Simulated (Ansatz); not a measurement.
A self-consistent single point of ZnCu2SnS4 (C2, 8 atoms in the cell) with Ansatz (an electronic-structure program).

Method of the run: LDA (PW92), default PAW files made with PBE (plane waves; Ansatz).

```yaml
crystal:
  lattice:
    - [-2.69162, 2.69162, 5.38415]
    - [2.69162, -2.69162, 5.38415]
    - [2.69162, 2.69162, -5.38415]
  atoms:
    - { symbol: Zn, position: [0.75464, 0.25464, 0.50000] }
    - { symbol: Cu, position: [0.00000, 0.00000, 0.00000] }
    - { symbol: Cu, position: [0.25000, 0.75000, 0.50000] }
    - { symbol: Sn, position: [0.50000, 0.50000, 0.00000] }
    - { symbol: S, position: [0.36432, 0.37124, 0.47758] }
    - { symbol: S, position: [0.62876, 0.10634, 0.99308] }
    - { symbol: S, position: [0.89366, 0.88674, 0.52242] }
    - { symbol: S, position: [0.11326, 0.63568, 0.00692] }
```

Reference input (self-consistent single point, DFT, LDA (PW92), plane waves, default PAW files made with PBE): basis.ecutwfc = 420 eV; kpoints.mp_grid.grid = 4 4 4; hamiltonian.xc = lda; hamiltonian.pseudopotentials = {kind: paw} (the program's default PAW files); scf.occupations.method = gaussian; scf.occupations.width = 0.2 eV. This run's input differs from it in these lines:

Ansatz 0.2 input:
```diff
@@ -22,3 +22,3 @@
 scf:
-  occupations: { method: gaussian, width: 0.2 }
+  occupations: { method: gaussian, width: 0.5 }
 output:
```

The program printed (abridged):

```
SCF iter   1: F=—  HF=-25719.223389 eV  |F-HF|=—  |Δ(HF+E_count)|=         —  Δρ=1.22e-2  dr2=1.42e-1  ethr=1.77e-3  ⟨swp⟩=6.4  Hψ=5346  notcnv=0
all-band conjugate gradients solve this SCF's bands
preconditioner: auto → Kerker (q_TF=auto, 2.480 Å⁻¹)
SCF iter   2: F=—  HF=-25719.214885 eV  |F-HF|=—  |Δ(HF+E_count)|=   8.50e-3  Δρ=9.14e-3  dr2=9.76e-2  ethr=1.61e-4  ⟨swp⟩=2.0  Hψ=2568  notcnv=0
   [... lines left out ...]
SCF iter   8: F=—  HF=-25719.188272 eV  |F-HF|=—  |Δ(HF+E_count)|=   3.34e-8  Δρ=9.86e-5  dr2=1.13e-5  ethr=1.88e-8  ⟨swp⟩=2.0  Hψ=2263  notcnv=0
SCF iter   9: F=—  HF=-25719.188271 eV  |F-HF|=—  |Δ(HF+E_count)|=   1.06e-6  Δρ=4.62e-5  dr2=2.91e-6  ethr=1.29e-8  ⟨swp⟩=2.0  Hψ=1460  notcnv=0
SCF iter  10: F=—  HF=-25719.188271 eV  |F-HF|=—  |Δ(HF+E_count)|=   2.33e-7  Δρ=9.96e-6  dr2=1.34e-7  ethr=3.31e-9  ⟨swp⟩=2.0  Hψ=1474  notcnv=0
SCF iter  11: F=-25719.188271 eV  HF=-25719.188271 eV  |F-HF|=9.98e-9  |Δ(HF+E_count)|=   9.76e-9  Δρ=3.74e-6  dr2=2.12e-8  ethr=1.14e-10  ⟨swp⟩=9.4  Hψ=5417  notcnv=0
SCF 1 converged in 11 iterations: F = -25719.188271 eV  dr2 = 2.12e-8
Free energy (F): -25719.188271 eV
Internal energy: -25719.123230 eV  (E = F + TS)
E sigma→0 (E₀):  -25719.155751 eV
Entropy (-TS):   -0.065040 eV (-8.130 meV/atom)
Fermi energy:    8.445323 eV
--- Forces (eV/Å), atoms counted from 1 ---
  atom   1  Zn     0.00000000     0.00000000    -0.29446689
  atom   2  Cu     0.00000000     0.00000000     0.02022418
  atom   3  Cu     0.00000000     0.00000000    -0.02726195
  atom   4  Sn     0.00000000     0.00000000     0.09273089
  atom   5  S     -0.20824628    -0.20164761     0.21644627
  atom   6  S     -0.34832378     0.09678272    -0.11205903
  atom   7  S      0.20824628     0.20164761     0.21644627
  atom   8  S      0.34832378    -0.09678272    -0.11205903
--- Stress (GPa, compression-positive) ---
       -2.448422       0.230052       0.000000
        0.230052      -2.474481       0.000000
        0.000000       0.000000      -2.556655
  P = ⅓ Tr σ = -2.4932 GPa (-24.932 kbar)
  The stress holds the Pulay correction. Without it, at fixed plane waves, as pw.x and ABINIT print it: P = -2.5488 GPa
```

The run converged in 11 iterations. Against the reference run the free energy falls by 2.3 meV/atom, the pressure goes from -2.65 to -2.49 GPa and the largest force goes from 0.334 to 0.378 eV/Å.

The starting cell comes from a database of computed structures (which also holds hypothetical and non-ambient phases and stackings), without a prior relaxation at this level. Its lattice was rescaled by up to half a per cent. One atom was moved a little off its site on purpose. Spin polarisation is off. Ansatz's pressure includes its estimate of the finite-basis (Pulay) stress. A gap is left out here, as mesh or smearing make it unsure.
